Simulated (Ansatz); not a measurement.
**AlN, response to strain**

Start from AlN in the zinc blende structure (space group F-43m, No. 216; a = 4.403 Å).

Strains are applied to the cell and any free atomic positions relax.

Computed with PBE in Ansatz (plane waves to 420 eV, PAW, without spin-orbit coupling).

```tsv
isotropic strain (%)	pressure (GPa)
-2	13.1
-1.5	9.5
-1	?
0	0.0
0.5	-2.8
1	-5.4
1.5	-7.9
2	-10.2
3	-14.3
```

Question: Fit P = P₀ − Bδ + Cδ² with δ = (1 + ε)³ − 1 to the rows shown and predict the withheld row.

Answer: Least squares on the printed values gives P₀ = 0.1 GPa, B = 195 GPa, C = 437 GPa (largest residual 0.1 GPa); this predicts 6.2 GPa, and the run gives 6.2 GPa, in agreement.

Stability against distortions was not tested. This is not the structure that AlN has at room temperature and ambient pressure.

Ansatz is a quantum-chemistry and plane-wave program.
